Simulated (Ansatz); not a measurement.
The reference is InSb in the zinc blende structure (space group F-43m, No. 216).

```
InSb
1.0
    0.00000     3.25989     3.25989
    3.25989     0.00000     3.25989
    3.25989     3.25989     0.00000
Sb In
1 1
Direct
  0.75000   0.75000   0.75000
  0.00000   0.00000   0.00000
```

Cartesian axes are those of the cell as printed.

Method: PBEsol (Ansatz, an electronic-structure program, PAW, no SOC), earlier PAW set.

For the base:

```
Quantity                         Value
-----------------------------  -------
Band gap                          zero
Shortest interatomic distance  2.823 Å
```

Now apply this change: a free-standing slab of 7 layers (14 atoms, 2 a layer) is cut normal to [110], with 15 Å of vacuum and the in-plane cell held at bulk.

Task: How does this affect the valence-band top at Γ, band gap, gap character, excess energy per area of both faces and shortest interatomic distance?

Result: The valence-band top at Γ (three highest levels, from the VBM) is 0.00, -0.16, -0.33 eV; the band gap changes from zero to 0.42 eV; the gap character comes out as direct at Γ; the excess energy per area of both faces (slab less bulk energy over the cell's area: twice a surface energy) is 0.9 J/m² (uncertain by up to 0.07 J/m²); the shortest interatomic distance drops by 0.028 Å (2.823 Å → 2.795 Å).

The excess energy carries the mismatch between the slab's and the bulk's meshes. Spin-orbit coupling, missing from the scalar runs, can matter with Sb. Whether these cells are dynamically stable was not tested. All final runs are without spin polarisation. The zero or small gap of InSb can change with the level of theory. Labels are those of the standard path for the cell's own space group.
